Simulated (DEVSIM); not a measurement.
Device: W/SiO2/p-Ge capacitor, at 300 K.

```tsv
layer (left to right)	material	thickness (nm)	Na (cm⁻³)
1	SiO2	2.20	-
2	Ge	410	2.1e18
```

Metal gate on the left, work function 4.6 eV. Fixed charge at the semiconductor interface 2.7e11 cm⁻² (in units of +e); no interface traps.

The device is made up for the run: typed textbook-type constants, with dimensions and the other settings drawn at random. Values at 300 K.

```tsv
parameter	SiO2	Ge
gap (eV)	9	0.664
affinity (eV)	0.9	4
permittivity	3.9	16
Nc (cm⁻³)	-	1.04e19
Nv (cm⁻³)	-	6e18
```

DEVSIM, 1D Poisson equation in equilibrium, Boltzmann statistics, complete ionisation; no quantum confinement or tunnelling. Metal contacts follow the ideal Schottky-Mott rule: no Fermi-level pinning, no interface dipoles.

**Question.** Tabulate band edges, carrier densities and field at 0.6 V on the gate.

**Answer.** Energies count from the Fermi level of the right contact; mesh points crowd at the junctions.

```tsv
x (μm)	Ec (eV)	Ev (eV)	n (cm⁻³)	p (cm⁻³)	field (V/cm)
0.000	3.100	-5.900	< 1e2	< 1e2	1400000
0.0006252	3.189	-5.811	< 1e2	< 1e2	1400000
0.001210	3.272	-5.728	< 1e2	< 1e2	1400000
0.001817	3.359	-5.641	< 1e2	< 1e2	1400000
0.002724	0.331	-0.333	2.9e13	1.5e13	360000
0.003932	0.373	-0.291	5.6e12	7.9e13	340000
0.006004	0.438	-0.226	4.6e11	9.5e14	290000
0.01112	0.554	-0.110	5.2e9	8.4e16	170000
0.01834	0.622	-0.042	3.6e8	1.2e18	40000
0.03070	0.636	-0.028	2.1e8	2.1e18	1100
0.05191	0.637	-0.027	2.1e8	2.1e18	≈ 0
0.1043	0.637	-0.027	2.1e8	2.1e18	≈ 0
0.1781	0.637	-0.027	2.1e8	2.1e18	≈ 0
0.2711	0.637	-0.027	2.1e8	2.1e18	≈ 0
0.3433	0.637	-0.027	2.1e8	2.1e18	≈ 0
0.3725	0.637	-0.027	2.1e8	2.1e18	≈ 0
0.3895	0.637	-0.027	2.1e8	2.1e18	≈ 0
0.3995	0.637	-0.027	2.1e8	2.1e18	≈ 0
0.4065	0.637	-0.027	2.1e8	2.1e18	≈ 0
0.4094	0.637	-0.027	2.1e8	2.1e18	≈ 0
0.4110	0.637	-0.027	2.1e8	2.1e18	≈ 0
0.4122	0.637	-0.027	2.1e8	2.1e18	≈ 0
```
